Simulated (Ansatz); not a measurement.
Amorphous Al48O36N24, 108 atoms at 3.11 g/cm³, one PBE-relaxed geometry, zone centre. Methods: PBE, scalar-relativistic without spin-orbit coupling (Ansatz, an electronic-structure program); r2SCAN, scalar-relativistic without spin-orbit coupling (Ansatz). Plane waves to 420 eV (r2SCAN 500 eV). At PBE the levels at the filled edge of the gap are localised (band-tail or defect states), and the nearest spread-out levels lie 3.1 eV apart at the zone centre. All rungs ran without spin polarisation.

A CHGNet melt-quench gave the starting glass, which DFT then relaxed. O and N atoms were pushed apart under 1.9 Å during the dynamics, to hinder bonds among them. The hot cell started wider than the set density and was brought back towards it in steps. It is the lowest in DFT energy of 2 quenches. It is a model cell: composition and starting density were chosen by hand, and all elements were melted together. No dispersion term was used. A short ab initio anneal came between quench and relaxation. Its density started from a set value of 3.16 and ended at 3.11 g/cm³. The quench (nominally 290 K/ps over its main leg) was far faster than any real one, so the model tends to hold more defects than a real film. A cell of this size samples the disorder only roughly. The volume was free in the relaxation, at fixed shape. Stress components on the final sampling reach 1.6 GPa.

The relaxation ran on the zone centre alone. At PBE the level gap is 2.41 eV on a 2×2×2 Γ-centred mesh, and the spacing at the zone centre alone 2.42 eV.

### Question
What zone-centre spacing does r2SCAN give, roughly?

### Answer
2.95 eV (+0.53 eV against PBE).

The highest filled and the lowest empty state spread over these numbers of atoms (participation numbers): PBE: 3.0 and 98.4; r2SCAN: 2.9 and 97.9.
